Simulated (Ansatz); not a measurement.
CH3 on the 1x1 (111) surface of fcc Ir, one in a 2x2 cell: adsorption energies (eV for each) against CH4(g) − ½ H2(g) in Ansatz (plane waves, PAW). Structures relaxed with PBE; the other functionals are single points on them, with slab and gas at the same level. No dispersion, zero-point or thermal terms. Rows are starts at which the adsorbate stayed; left out, since it moved away, changed or didn't bind there, or the run didn't converge: bridge Ir-Ir (span 2.7 Å).

Model: 20-atom slab, 6.6 Å thick at the start under the adsorbate (thin: gaps and levels are the slab's own), 6x6x1 mesh, Fermi-Dirac 0.1 eV, dipole correction, 8 atoms held, the rest relaxed; each run with such symmetry as its start has; spin where the adsorbate may keep a moment, no spin-orbit, no U, no dispersion correction.

```csv
site,PBE,RPBE,r2SCAN
top Ir,0.64,0.80,0.51
hollow Ir-Ir-Ir over Ir at depth 2.2 Å,1.10,1.42,0.95
hollow Ir-Ir-Ir over Ir at depth 4.4 Å,1.02,1.34,0.85
```

RPBE moves the energies by 0.27 eV on average against PBE and puts 'top Ir' lowest, as PBE does. r2SCAN moves the energies by -0.15 eV on average against PBE and puts 'top Ir' lowest, as PBE does.

Ansatz is a first-principles code.
